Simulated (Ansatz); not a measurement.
Results of PBE-D4 (PAW; Ansatz, a program for electronic structure) for NiAs-type NiSb.

Output (set-up and result lines):

```
Crystal: 4 atoms, lattice volume = 68.094 Å³
Basis set: ecut = 520 eV, 1837 PW (Γ), exchange–correlation on 60×60×80 points (8 copies of the dense FFT grid, shifted against one another)
Bands: 40, of which v1, the nominal top of the filled ones, is band 33 counted from 1 (32 counted from 0)
Symmetry: 24 space group operations
Space group: P63/mmc (ITA 194), of the structure as read, at distance tolerance 4.1e-5 Å
k-points: 259 of 3888
Functional: x = pbe(κ = 0.804, μ = 0.2195149727645171), c = pbe(β = 0.06672455060314922)
SCF iter   1: F=—  HF=-24651.654895 eV  |F-HF|=—  |Δ(HF+E_count)|=         —  Δρ=5.43e-3  dr2=1.18e-2
SCF iter   2: F=—  HF=-24651.653772 eV  |F-HF|=—  |Δ(HF+E_count)|=   1.12e-3  Δρ=2.02e-3  dr2=1.99e-3
  ...
SCF iter   8: F=—  HF=-24651.653598 eV  |F-HF|=—  |Δ(HF+E_count)|=   1.26e-9  Δρ=9.00e-7  dr2=4.21e-10
SCF iter   9: F=-24651.653598 eV  HF=-24651.653598 eV  |F-HF|=1.46e-11  |Δ(HF+E_count)|=  2.40e-10  Δρ=2.39e-7  dr2=3.98e-11
SCF 1 converged in 9 iterations: F = -24651.653598 eV  dr2 = 3.98e-11
SCF converged after 9 iterations
Free energy (F): -24651.653598 eV
Internal energy: -24651.637268 eV  (E = F + TS)
E sigma→0 (E₀):  -24651.645433 eV
Fermi energy:    15.417531 eV
--- Forces (eV/Å), atoms counted from 1 ---
  atom   1  Ni     0.00000000    -0.00000000     0.00000000
  atom   2  Ni    -0.00000000    -0.00000000    -0.00000000
  atom   3  Sb    -0.00000000    -0.00000000    -0.00000000
  atom   4  Sb     0.00000000     0.00000000     0.00000000
--- Stress (GPa, compression-positive) ---
       -0.000265      -0.000000       0.000000
       -0.000000      -0.000265      -0.000000
        0.000000      -0.000000      -0.002705
  P = ⅓ Tr σ = -0.0011 GPa (-0.011 kbar)
```

Q: Write an input file that could have produced this run (the log leaves some choices open).

A: Several could match; the one computed here: 
Ansatz 0.2 input:
```yaml
crystal:
  lattice:
    - [1.9612369368, -3.3969620203, 0.0]
    - [1.9612369368, 3.3969620203, 0.0]
    - [0.0, 0.0, 5.1104356111]
  atoms:
    - { symbol: Ni, position: [0.0, 0.0, 0.5] }
    - { symbol: Ni, position: [0.0, 0.0, 0.0] }
    - { symbol: Sb, position: [0.3333333333, 0.6666666667, 0.25] }
    - { symbol: Sb, position: [0.6666666667, 0.3333333333, 0.75] }
basis:
  ecutwfc: 520
  ecutrho_ratio: 4
  xc_grid: 2
kpoints:
  mp_grid: { grid: [18, 18, 12] }
hamiltonian:
  xc: pbe
  dispersion: d4
  pseudopotentials: { kind: paw }
scf:
  occupations: { method: fermi_dirac, width: 0.05 }
  convergence: { dr2_threshold: 0.0000000004 }
output:
  forces: true
  stress: true
  eigenvalues: true
```

Computing time: around 40 core-seconds (rough).
